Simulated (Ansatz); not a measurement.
Consider Eu in the bcc (W type) structure (space group Im-3m, No. 229; a = 4.388 Å; ferromagnetic; relaxed with 0.1 eV smearing).

All numbers come from PBE (Ansatz, a quantum-chemistry and plane-wave program; PAW; 420 eV plane waves; spin-orbit coupling left out).

Before the change:

The pressure is 0.0 GPa, the largest site moment comes out as 7.03 μB and the magnetic state comes out as ferromagnetic.

One thing is altered: an isotropic linear strain of −0.63 %; the atoms relax in the strained cell.

Task: What happens to the pressure, largest site moment, energy relative to the base and magnetic state?

Result: The pressure goes from zero to 0.3 GPa; the largest site moment hardly moves (7.03 μB against 7.02 μB); the energy increases by 0.7 meV/atom; the magnetic state remains ferromagnetic.

Other magnetic orders, which the real material may have, were not ruled out. The state of the 4f shell was not checked for lower solutions. Stability against distortions was not tested.
